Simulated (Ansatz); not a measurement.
Start from RbBr in the rock salt structure (space group Fm-3m, No. 225; a = 6.843 Å). Axes: x, y, z lie along the cube axes.

Calculations: PBEsol, PAW, 420 eV (Ansatz, a quantum-chemistry and plane-wave program; no spin-orbit coupling).

For the base:

The gap character is direct at Γ.

Perturbation: the cell is compressed by 2.50 % along z with no lateral relaxation; the atoms relax in the strained cell.

**Question.** What happens to the energy relative to the base and gap character?

**Answer.** The energy increases by 3.0 meV/atom; the gap character stays direct at Γ.

Stability against distortions was not tested. Labels are those of the standard path for the cell's own space group.
